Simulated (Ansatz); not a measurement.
Start from Pd in the fcc (Cu type) structure (space group Fm-3m, No. 225; relaxed with 0.1 eV smearing).

Pd is modelled in the cubic space group Fm-3m (No. 225), the fcc (Cu type) structure, Pearson symbol cF4. Conventional cell: a = 3.945 Å, b = 3.945 Å, c = 3.945 Å, α = 90.00°, β = 90.00°, γ = 90.00°. Pd on 4a sees 12 Pd at 2.790 Å (cuboctahedral). (Neighbours: up to the widest gap in distance over summed covalent radii, below 1.35, at either atom.)
(The calculation used a cell of 1 atom; values per cell refer to that cell.)

The values are results of PBE, PAW, 420 eV (Ansatz, a quantum-chemistry and plane-wave program; spin-orbit coupling left out), not measurements.

Base values:

* **Pressure**: 0.0 GPa
* **Band gap**: zero

It is then changed as follows: the cell is scaled by 0.9900 in all directions, atoms relaxed at fixed cell.

**Question.** How does this affect the energy relative to the base?

**Answer.** The energy rises by 7.5 meV/atom.

**Question.** What happens to the pressure?

**Answer.** The pressure goes from zero to 5.4 GPa.

**Question.** What does the calculation give for the band gap after the change?

**Answer.** The band gap stays zero.

The cells carry an imposed strain or load. No phonon test of stability was made. The final runs are not spin-polarised.
